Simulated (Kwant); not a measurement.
Computed with Kwant: Hückel tight-binding model, one pz orbital an atom, one spin, coherent transport at 0 K. Conductance is in e²/h.

Device: π system c1ccc2c(c1)ccc1ccccc12 between two chain leads. The π system is taken as planar. Atoms are numbered from 0 in the order of the SMILES. Site energies (eV, carbon 0): [0.0, 0.0, 0.0, 0.0, 0.0, 0.0, 0.0, 0.0, 0.0, 0.0, 0.0, 0.0, 0.0, 0.0]. Bonds (i, j, β in eV): (0,1,-2.7) (1,2,-2.7) (2,3,-2.7) (3,4,-2.7) (4,5,-2.7) (4,6,-2.7) (6,7,-2.7) (7,8,-2.7) (8,9,-2.7) (9,10,-2.7) (10,11,-2.7) (11,12,-2.7) (12,13,-2.7) (5,0,-2.7) (13,8,-2.7) (13,3,-2.7). Leads: chains of hopping −4.1 eV, joined by −0.54 eV to atoms 5 and 9.

Site energies and bond integrals are typed Hückel values.

Sweep values stay those of the base run.

One input was changed, with this effect: transmission at E = 0 0.00011 → 0.00044.

Q: Which change was it?
A. contacts moved from atoms [5, 9] to [2, 7]
B. contacts moved from atoms [5, 9] to [2, 5]
C. contacts moved from atoms [5, 9] to [2, 12]
D. contacts moved from atoms [5, 9] to [1, 9]
E. contacts moved from atoms [5, 9] to [1, 7]
F. contacts moved from atoms [5, 9] to [0, 6]

A: E, contacts moved from atoms [5, 9] to [1, 7]
